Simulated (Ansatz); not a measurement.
Consider HfC in the rock salt structure (space group Fm-3m, No. 225; a = 4.6071 Å; relaxed with 0.1 eV smearing).

All numbers come from DFT with PBEsol, PAW potentials and a 420 eV plane-wave cutoff in Ansatz (a program for electronic structure), no spin-orbit coupling.

Strains are applied to the cell and any free atomic positions relax.

One change was made to it. Results:

| quantity | base | after |
|---|---|---|
| energy relative to the base (free energy F) | 0 meV/atom | +8.3 meV/atom |
| pressure | 0.0 GPa | -7.0 GPa |
| band gap | zero | zero |

Q: Name the change that was made.
A) isotropic strain +0.50 %
B) isotropic strain −1.00 %
C) isotropic strain +1.00 %

A: C, isotropic strain +1.00 %. For comparison, the pressure in the other runs: isotropic strain −1.00 % gives 7.9 GPa; isotropic strain +0.50 % gives -3.6 GPa.

No phonon test of stability was made. The final runs are not spin-polarised.
